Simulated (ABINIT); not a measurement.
ABINIT run on BC₅ (P3m1, 6 atoms in the cell): self-consistent single point.

Level of theory: PBEsol, norm-conserving pseudopotentials (PseudoDojo nc-sr-04 PBEsol standard) (plane waves; ABINIT 10.0.3).

```yaml
crystal:
  lattice:
    - [2.55155, 0.00000, 0.00000]
    - [-1.27578, 2.20971, 0.00000]
    - [0.00000, 0.00000, 6.39966]
  atoms:
    - { symbol: B, position: [0.33333, 0.66667, 0.00759] }
    - { symbol: C, position: [0.33333, 0.66667, 0.25951] }
    - { symbol: C, position: [0.66667, 0.33333, 0.33903] }
    - { symbol: C, position: [0.00000, 0.00000, 0.66456] }
    - { symbol: C, position: [0.66667, 0.33333, 0.58136] }
    - { symbol: C, position: [0.00000, 0.00000, 0.89894] }
```

Reference input (self-consistent single point, DFT, PBEsol, plane waves, norm-conserving pseudopotentials (PseudoDojo nc-sr-04 PBEsol standard)): pseudos = [B.upf, C.upf]; ecut = 82 Ry; ixc = -116133; occopt = 6; tsmear = 0.00734986 Ha; ngkpt = 12 12 4; nshiftk = 1; shiftk = 0 0 0; potentials = PseudoDojo nc-sr-04 PBEsol standard; nband = 17; kptopt = 1; nstep = 50. This run's input differs from it in these lines:

```diff
@@ -25,3 +25,3 @@
 kptopt 1
-ngkpt 12 12 4
+ngkpt 16 16 6
 nshiftk 1
```

Output, abridged:

```
--- !BeginCycle
solver: {iscf: 7, nstep: 50, nline: 4, wfoptalg: 0, }
tolerances: {tolvrs: 1.00E-10, }
...

     iter   Etot(hartree)      deltaE(h)  residm     vres2
 ETOT  1  -32.854518817805    -3.285E+01 7.955E-02 7.882E+02
 ETOT  2  -32.915587759047    -6.107E-02 2.420E-02 1.311E+02
 ETOT  3  -32.922295623388    -6.708E-03 1.200E-02 3.630E+01
 ETOT  4  -32.924318598898    -2.023E-03 5.505E-03 2.143E-01
 ETOT  5  -32.924331049451    -1.245E-05 4.377E-03 1.122E-02
   [... 3 lines left out ...]
 ETOT  9  -32.924332600821    -2.957E-10 4.298E-03 3.039E-07
 ETOT 10  -32.924332600852    -3.104E-11 1.183E-03 3.145E-08
 ETOT 11  -32.924332600854    -2.082E-12 1.621E-03 2.155E-09
 ETOT 12  -32.924332600854     1.350E-13 7.612E-04 1.352E-11
 At SCF step   12       vres2   =  1.35E-11 < tolvrs=  1.00E-10 =>converged.

 Cartesian components of stress tensor (hartree/bohr^3)
  sigma(1 1)=  1.76399205E-04  sigma(3 2)=  0.00000000E+00
  sigma(2 2)=  1.76399206E-04  sigma(3 1)=  0.00000000E+00
  sigma(3 3)=  1.68074819E-04  sigma(2 1)=  3.57621439E-13

 ----iterations are completed or convergence reached----

 reduced coordinates (array xred) for    6 atoms
       0.333333333300      0.666666666700      0.007590000000
       0.333333333300      0.666666666700      0.259510000000
       0.666666666633      0.333333333367      0.339030000000
      -0.000000000033      0.000000000033      0.664560000000
       0.666666666633      0.333333333367      0.581360000000
      -0.000000000033      0.000000000033      0.898940000000
 cartesian forces (eV/Angstrom) at end:
   [... lines left out ...]
 Fermi (or HOMO) energy (eV) =   8.50016   Average Vxc (eV)= -13.23422
   [... lines left out ...]
total_energy        : -3.29243326008538E+01
total_energy_eV     : -8.95916652736144E+02
band_energy         :  7.76314116945523E-01
...

-Cartesian components of stress tensor (GPa)         [Pressure= -5.1082E+00 GPa]
- sigma(1 1)=  5.18984292E+00  sigma(3 2)=  0.00000000E+00
- sigma(2 2)=  5.18984294E+00  sigma(3 1)=  0.00000000E+00
- sigma(3 3)=  4.94493106E+00  sigma(2 1)=  1.05215842E-08

 Calculation completed.
```

The run converged in 12 iterations. Against the reference run the free energy is nearly the same (within 1 meV/atom), the pressure moves little (-5.05 to -5.11 GPa) and the largest force goes from 0.092 to 0.195 eV/Å.

The starting cell comes from a database of computed structures (which also holds hypothetical and non-ambient phases and stackings), without a prior relaxation at this level. With a pressure of about -5 GPa the cell is away from its equilibrium volume at this level.

Cost on one core of a shared machine: roughly 9 min.
